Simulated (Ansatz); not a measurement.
Amorphous Hf$_{18}$O$_{37}$H$_{2}$, 57 atoms at 8.75 g/cm³, one PBE-relaxed geometry, zone centre. Methods: PBE, scalar-relativistic without spin-orbit coupling (Ansatz, an electronic-structure program); r2SCAN, scalar-relativistic without spin-orbit coupling (Ansatz); HSE06, scalar-relativistic without spin-orbit coupling (Ansatz). Plane waves to 420 eV (r2SCAN 500 eV); exact exchange is cut at the cell's faces. All rungs ran without spin polarisation.

It comes from a melt-quench run on a machine-learned potential (CHGNet), relaxed afterwards by DFT. O atoms were pushed apart under 1.9 Å during the dynamics, to hinder bonds among them. The hot cell started wider than the set density and was brought back towards it in steps. It is the lowest in DFT energy of 2 quenches. It is a model cell: composition and starting density were chosen by hand, and all elements were melted together. No dispersion term was used. Its density started from a set value of 8.75 and ended at 8.75 g/cm³. Cooling (nominally 500 K/ps over its main leg) ran many orders faster than in experiment, which tends to leave more defects and strain. Values belong to this one cell and scatter from quench to quench. The volume was held where the preparation left it and the shape relaxed, at a PBE pressure of -1.9 GPa (tension). Stress components on the final sampling reach 2.0 GPa.

The relaxation ran on the zone centre alone. At PBE the gap is 3.83 eV on a 2×2×2 Γ-centred mesh, and the spacing at the zone centre alone 3.92 eV.

Task: What zone-centre spacing does r2SCAN give, roughly?

Result: 4.38 eV (+0.46 eV against PBE).

Task: What zone-centre spacing does HSE06 give, roughly?

Result: 5.46 eV (+1.54 eV against PBE).

The highest filled and the lowest empty state spread over these numbers of atoms (participation numbers): PBE: 13.1 and 21.8; r2SCAN: 12.1 and 28.7; HSE06: 10.6 and 35.5.
